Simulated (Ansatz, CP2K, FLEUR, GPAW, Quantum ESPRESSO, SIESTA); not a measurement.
**One structure in several programs: NaH₂Pd₃ (Cmmm, 6 atoms in the cell)**

Self-consistent single point.

```
NaH2Pd3
1.0
    2.82657    -4.31030     0.00000
    2.82657     4.31030     0.00000
    0.00000     0.00000     2.81356
Na H Pd
1 2 3
Direct
  0.50000   0.50000   0.00000
  0.21563   0.78437   0.00000
  0.78437   0.21563   0.00000
  0.00000   0.00000   0.00000
  0.50000   0.00000   0.50000
  0.00000   0.50000   0.50000
```

Shared settings, as Ansatz (a quantum-chemistry and plane-wave program) writes them: kpoints.mp_grid.grid = 5 5 8; scf.occupations.method = fermi_dirac; scf.occupations.width = 0.1 eV. Potentials and cutoffs stand in the table.

```json
[
 {"code": "SIESTA", "model": "LDA PW92, numerical atomic orbitals DZP, PseudoDojo LDA standard norm-conserving potentials (rewritten from UPF to PSML)", "pressure (GPa)": "-9.73", "largest force (eV/Å)": "0.035", "cutoff": "grid 350 Ry"},
 {"code": "Quantum ESPRESSO", "model": "LDA (PZ), GBRV 1.5 ultrasoft (LDA) pseudopotentials", "pressure (GPa)": "-6.66", "largest force (eV/Å)": "0.031", "cutoff": "40 Ry"},
 {"code": "FLEUR", "model": "LDA (Perdew-Zunger), all-electron FLAPW (FLEUR), scalar-relativistic valence", "pressure (GPa)": "–", "largest force (eV/Å)": "0.037", "cutoff": "Kmax 4.7 1/bohr"},
 {"code": "Ansatz", "model": "LDA (PW92), PAW files made with PBE", "pressure (GPa)": "-7.22", "largest force (eV/Å)": "0.042", "cutoff": "420 eV"},
 {"code": "GPAW", "model": "LDA (Perdew-Wang 92), GPAW PAW datasets LDA (gpaw-data 1.0.1)", "pressure (GPa)": "-6.66", "largest force (eV/Å)": "0.041", "cutoff": "850 eV"},
 {"code": "CP2K", "model": "LDA (Pade form), GPW, DZVP-MOLOPT-SR-GTH basis, GTH-PADE potentials (GTH_POTENTIALS)", "pressure (GPa)": "-10.93", "largest force (eV/Å)": "0.069", "cutoff": "grid 950 Ry"}
]
```

A dash marks a value that a program does not give, or that is left out as unsure.

On Ansatz's run: spin polarisation is off.

The spread over the programs that give each value: pressure within 4.27 GPa; largest force within 0.038 eV/Å.

SIESTA and CP2K use small atom-centred bases, whose incompleteness enters pressures, forces and empty levels differently from a plane-wave cutoff. FLEUR treats all electrons, but the usual bases taken here (sphere radii, linearisation, local orbitals, empty states) were not tested for convergence, so the values are no reference for the others. Ansatz's pressure is given at a fixed set of plane waves, as the other plane-wave codes print theirs; with its correction for the finite basis it is -7.17 GPa. The same LDA comes in different parametrisations, which differ slightly. In the pressure, SIESTA (by 3.07) and CP2K (by 4.26) lie more than 1 GPa from the median of the plane-wave programs.

The starting cell comes from a database of computed structures (which also holds hypothetical and non-ambient phases and stackings), without a prior relaxation at this level.

Keys are those of Ansatz 0.2.
